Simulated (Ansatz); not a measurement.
**How the bulk modulus of WN3 (model structure, started from the ReO3 type, Pm-3m, No. 221, 4 atoms in the cell) moves with the method**

No measured value is used here.

```
level (code)     value (GPa)  cell (Å³/atom)
---------------  -----------  --------------
LDA (Ansatz)             212           14.84
PBE (Ansatz)             192           15.43
PBEsol (Ansatz)          203           15.10
r²SCAN (Ansatz)          208           15.15
```

The crystal itself was run without spin with LDA, PBE, PBEsol, r²SCAN; a magnetic state was not tried in these runs. Density-functional levels without +SOC have no spin–orbit coupling. LDA, PBE, PBEsol, r²SCAN: the run has no spin polarisation, so it can have missed a magnetic state. LDA, PBE, PBEsol, r²SCAN: the bulk modulus is −V dP/dV from two relaxed cells at ±2 % in volume. Each level is taken at its own relaxed cell. Cutoffs differ between the levels. Ansatz's density-functional and Hartree–Fock values are scalar-relativistic unless marked +SOC, with PAW data made under PBE.

A model structure was made by putting elements into a prototype or built by hand; it is no filed structure, need not be a known phase, and can be a saddle point held by its symmetry.

Ansatz is a first-principles code.
